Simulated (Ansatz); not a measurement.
The starting structures come from a database of crystals and need not be the phases stable at ambient conditions.

 Where the default PAW files enter, the runs use the earlier of Ansatz's two default sets.

The decay constant κ of evanescent states in the gap governs leakage through a thin film.

Input:

```xyz
4
Lattice="4.2515 0.0000 0.0000 0.0000 6.9768 0.0000 2.1257 0.0000 3.6819" Properties=species:S:1:pos:R:3 pbc="T T T"
In     4.2515     3.4870     2.4546
In     2.1257     6.9754     1.2273
P      4.2515     0.8735     2.4546
P      2.1257     4.3619     1.2273
```

Space group of this cell: P6_3mc, wurtzite. The cell is strained (all lengths scaled by 1.02); by r2SCAN its mean pressure is -3.4 GPa.

Transport runs along the normal of the first two printed cell vectors, the (100) plane of the conventional cell.

No gap correction and no spin-orbit coupling; mid-gap values are interpolated between computed energies.

**Question.** Give the band gap and the smallest decay constant κ at mid-gap that r2SCAN (Ansatz, a quantum-chemistry and plane-wave program) yields.

**Answer.** Gap 0.74 eV on a 8×6×8 mesh; κ = 0.053 1/Å, at the zone centre.
